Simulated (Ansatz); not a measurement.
Functionals compared on silicene (the free-standing sheet is a model), in Ansatz (plane waves, PAW). The structure was relaxed with PBE; the other rows are single points on it. Cutoff 420 eV (500 eV for r2SCAN).

Model: 2-atom slab, 15x15x1 mesh, Fermi-Dirac 0.05 eV, dipole correction, all atoms relaxed; start symmetry kept, larger cells not searched; no spin, no spin-orbit, no U. These notes are the PBE run's.

| functional | work function of the top face (eV) | rough cost of the single point |
|---|---|---|
| PBE | 4.60 | – |
| LDA | 4.77 | about 7 core-seconds (a rough figure) |
| PBEsol | 4.65 | very roughly 8 core-seconds |
| r2SCAN | 4.70 | around 15 core-seconds (rough) |

Ansatz is a quantum-chemistry and plane-wave program.
